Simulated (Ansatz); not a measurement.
The reference is BN (space group P6_3/mmc, No. 194; a = 2.500 Å, c = 6.412 Å; layered, stacked along the Cartesian z axis). Axes: x lies along a and z along c of the hexagonal cell.

Method: PBEsol-D3(BJ) (Ansatz, a quantum-chemistry and plane-wave program; PAW; 420 eV plane waves; no spin-orbit coupling).

For the base:

```
Property              Result
-------------------  -------
Volume per atom      8.68 Å³
Smallest direct gap  4.49 eV
```

The change: biaxial strain +0.60 %, plane normal [001], relaxed out of plane (Cartesian); in-plane vectors clamped, the third vector and the atoms free.

Estimate the effect on the volume per atom.

The volume per atom rises by 0.10 Å³ to 8.78 Å³.

How does this affect the smallest direct gap?

The smallest direct gap falls by 0.05 eV, from 4.49 eV to 4.44 eV.

How does this affect the in-plane stress?

The mean in-plane stress (compression positive) comes out as -6.6 GPa.

Semilocal Kohn–Sham gaps tend to fall short of experiment. Stability against distortions was not tested.
